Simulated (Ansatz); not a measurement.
Functionals compared on the (311) surface of bcc Li in its 1x1 cell, outermost plane spacing 0.52 Å in the ideal cut, in Ansatz (plane waves, PAW). The structure was relaxed with PBE; the other rows are single points on it, each with its references at the same level. Cutoff 420 eV (500 eV for r2SCAN).

Set-up: 21 atoms, 10.4 Å thick at the start (thin: gaps and levels are the slab's own); mesh 8x5x1; 0.1 eV smearing; dipole correction on; all atoms relaxed; held to the part of the start's symmetry that mesh and held atoms allow; no spin, no spin-orbit, no U. These notes are the PBE run's.

```tsv
functional	surface energy (J/m²)	work function of the top face (eV)	rough cost of the single point
PBE	0.52	2.90	–
LDA	0.57	2.98	around 70 core-seconds (rough)
PBEsol	0.55	2.92	about 80 core-seconds (a rough figure)
RPBE	[?]	[?]	around 70 core-seconds (rough)
r2SCAN	0.53	2.87	very roughly 2.1 core-minutes
```

### Question
Fill in the missing entries.

### Answer

- RPBE, surface energy (J/m²): 0.49
- RPBE, work function of the top face (eV): 2.85

Ansatz is an electronic-structure program.
